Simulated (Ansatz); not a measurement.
Worked example: self-consistent single point of Ca3BiP (P4mm, 5 atoms in the cell) in Ansatz (a program for electronic structure).

Level of theory: PBEsol, default PAW files made with PBE (plane waves; Ansatz).

```yaml
crystal:
  lattice:
    - [5.40122, 0.00000, 0.00000]
    - [0.00000, 5.40122, 0.00000]
    - [0.00000, 0.00000, 5.40122]
  atoms:
    - { symbol: Ca, position: [0.00926, 0.50000, 0.50000] }
    - { symbol: Ca, position: [0.50000, 0.00000, 0.50000] }
    - { symbol: Ca, position: [0.50000, 0.50000, 0.00000] }
    - { symbol: Bi, position: [0.00000, 0.00000, 0.00000] }
    - { symbol: P, position: [0.50000, 0.50000, 0.50000] }
```

Reference input (self-consistent single point, DFT, PBEsol, plane waves, default PAW files made with PBE): basis.ecutwfc = 420 eV; kpoints.mp_grid.grid = 5 5 5; hamiltonian.xc = pbesol; hamiltonian.pseudopotentials = {kind: paw} (the program's default PAW files); scf.occupations.method = fermi_dirac; scf.occupations.width = 0.1 eV. This run's input differs from it in these lines:

Ansatz 0.2 input:
```diff
@@ -15,3 +15,3 @@
 kpoints:
-  mp_grid: { grid: [5, 5, 5] }
+  mp_grid: { grid: [4, 4, 4] }
 hamiltonian:
@@ -20,3 +20,3 @@
 scf:
-  occupations: { method: fermi_dirac, width: 0.1 }
+  occupations: { method: fermi_dirac, width: 0.05 }
 output:
```

Output, abridged:

```
SCF iter   1: F=—  HF=-18368.177455 eV  |F-HF|=—  |Δ(HF+E_count)|=         —  Δρ=3.19e-3  dr2=3.74e-2  ethr=1.77e-3  ⟨swp⟩=14.2  Hψ=3244  notcnv=0
all-band conjugate gradients solve this SCF's bands
preconditioner: auto → Resta (q_TF=auto, 2.253 Å⁻¹)
SCF iter   2: F=—  HF=-18368.169073 eV  |F-HF|=—  |Δ(HF+E_count)|=   8.38e-3  Δρ=1.48e-3  dr2=7.64e-3  ethr=7.48e-5  ⟨swp⟩=2.3  Hψ=875  notcnv=0  defer=7
SCF iter   3: F=—  HF=-18368.167225 eV  |F-HF|=—  |Δ(HF+E_count)|=   1.85e-3  Δρ=3.95e-4  dr2=2.94e-4  ethr=1.53e-5  ⟨swp⟩=2.1  Hψ=677  notcnv=0  defer=7
SCF iter   4: F=—  HF=-18368.167247 eV  |F-HF|=—  |Δ(HF+E_count)|=   2.20e-5  Δρ=9.85e-5  dr2=3.21e-5  ethr=5.88e-7  ⟨swp⟩=3.1  Hψ=1089  notcnv=0  defer=7
SCF iter   5: F=—  HF=-18368.167258 eV  |F-HF|=—  |Δ(HF+E_count)|=   1.14e-5  Δρ=2.41e-5  dr2=6.18e-7  ethr=6.43e-8  ⟨swp⟩=2.3  Hψ=798  notcnv=0  defer=7
SCF iter   6: F=-18368.167258 eV  HF=-18368.167258 eV  |F-HF|=2.40e-8  |Δ(HF+E_count)|=   3.87e-7  Δρ=5.92e-6  dr2=4.19e-8  ethr=2.00e-10  ⟨swp⟩=11.4  Hψ=2970  notcnv=0
SCF 1 converged in 6 iterations: F = -18368.167258 eV  dr2 = 4.19e-8
Free energy (F): -18368.167258 eV
Internal energy: -18368.164065 eV  (E = F + TS)
E sigma→0 (E₀):  -18368.165662 eV
Entropy (-TS):   -0.003193 eV (-0.639 meV/atom)
Fermi energy:    6.898689 eV
--- Forces (eV/Å), atoms counted from 1 ---
  atom   1  Ca    -0.45799515     0.00000000     0.00000000
  atom   2  Ca     0.04740399     0.00000000     0.00000000
  atom   3  Ca     0.04740399    -0.00000000     0.00000000
  atom   4  Bi     0.01700298     0.00000000     0.00000000
  atom   5  P      0.34618006    -0.00000000     0.00000000
--- Stress (GPa, compression-positive) ---
       -0.919703      -0.000000       0.000000
       -0.000000      -1.000153       0.000000
        0.000000       0.000000      -1.000153
  P = ⅓ Tr σ = -0.9733 GPa (-9.733 kbar)
  The stress holds the Pulay correction. Without it, at fixed plane waves, as pw.x and ABINIT print it: P = -0.9821 GPa
```

The run converged in 6 iterations. Against the reference run the free energy goes up by 3.3 meV/atom, the pressure moves little (-0.99 to -0.97 GPa) and the largest force moves little (0.462 to 0.458 eV/Å).

The starting cell comes from a database of computed structures (which also holds hypothetical and non-ambient phases and stackings), without a prior relaxation at this level. Its lattice was rescaled by up to half a per cent. One atom was moved a little off its site on purpose. Ansatz's pressure includes its estimate of the finite-basis (Pulay) stress. A gap is left out here, as mesh or smearing make it unsure.
